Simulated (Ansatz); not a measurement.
Worked sum: formation energy of the neutral V_N in AlN (wurtzite, P6₃mc)

We look at the formation energy of the neutral V_N in AlN (wurtzite, P6₃mc). Reaction: 36 AlN (wurtzite) → cell A + 1/2 N2 (gas).

A: a supercell of 72 sites of AlN (wurtzite, P6₃mc) with one empty N site amid 4 Al; an odd number of electrons; spin state with PBE: net moment 1.0 μB a cell.

Method: Ansatz (an electronic-structure program), PAW, neutral cells at 0 K with nuclei at rest, on structures from PBE. Ansatz runs with its PAW set soft_1. Other levels take these structures. The lattices are those relaxed with PBE, so at other levels the solids can be strained, which adds to the spread. Larger cells are relaxed from a start prepared with the learned potential CHGNet, on a coarser mesh till forces fall under 0.03 eV/Å, which some starts already meet. A dispersion term (D3(BJ), or D4 for r2SCAN) was computed beside these levels and is taken off wherever the name lacks it. Space groups of crystals are read within 0.01 Å. No search over spin orders was made beyond those shown. Mesh and cell size may move defect energies by 0.1 eV or more. The value holds for the reservoirs listed; other chemical potentials shift it.

Total energies of the cells in eV, at zero smearing width. They compare only within one column; the weights balance every element.

| cell | atoms | weight | PBE | LDA |
|---|---|---|---|---|
| A: AlN:V_N | 71 | +1 | -32883.56873 | -31653.89152 |
| AlN (wurtzite) | 72 | −1 | -33273.34646 | -32034.02320 |
| N2 (gas) | 2 | +1/2 | -768.03289 | -747.15631 |

PBE: (-32883.56873) − (-33273.34646) + 1/2 × (-768.03289) = 5.761 eV.

LDA: (-31653.89152) − (-32034.02320) + 1/2 × (-747.15631) = 6.554 eV.

What follows from the PBE value: The value above is the N-rich limit, with N2 (gas) as reservoir. The host forms with -1.37 eV/atom at this level, so before it gives way to its other element Δμ(N) can go down to -1.37 × 2 = -2.74 eV (other compounds may narrow the range). The defect releases 1 N, so the N-poor limit is 5.76 + 1 × (-2.74) = 3.02 eV.
